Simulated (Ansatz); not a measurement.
Input:

```
CELL_PARAMETERS angstrom
      4.34202     0.00000     0.00000
      0.00000     4.34202     0.00000
      2.17101     2.17101     3.07027
ATOMIC_POSITIONS crystal
  Cd 0.00000 0.00000 0.00000
  Se 0.25000 0.75000 0.50000
```

Space group of this cell: F-43m, zinc blende. The cell is taken as given.

The current runs along the normal of the first two printed vectors, the (001) plane. All runs by Ansatz (an electronic-structure program), plane waves and PAW, without spin-orbit coupling; the base is r2SCAN.

```
run                                                      mean pressure (GPa)    gap (eV)  mid-gap κ (1/Å)
-------------------------------------------------------  -------------------  ----------  ---------------
base                                                                    -0.2        1.03            0.080
all lengths scaled by 0.98                                               3.4        1.17            0.088
all lengths scaled by 1.02                                              -2.8  (withheld)       (withheld)
lda in place of r2scan                                                  -3.3        0.27            0.022
lengths across the current scaled by 0.98, ions clamped                  2.1        1.10            0.087
lengths across the current scaled by 1.02, ions clamped                 -2.0  (withheld)       (withheld)
lengths along the current scaled by 0.97, ions clamped                   1.5  (withheld)       (withheld)
lengths along the current scaled by 1.03, ions clamped                  -1.6        0.93            0.079
pbesol in place of r2scan                                               -1.4        0.43            0.035
```

Problem. What belongs in the gaps?

Solution. 
- all lengths scaled by 1.02, gap (eV): 0.90
- all lengths scaled by 1.02, mid-gap κ (1/Å): 0.072
- lengths across the current scaled by 1.02, ions clamped, gap (eV): 0.90
- lengths across the current scaled by 1.02, ions clamped, mid-gap κ (1/Å): 0.072
- lengths along the current scaled by 0.97, ions clamped, gap (eV): 1.04
- lengths along the current scaled by 0.97, ions clamped, mid-gap κ (1/Å): 0.081
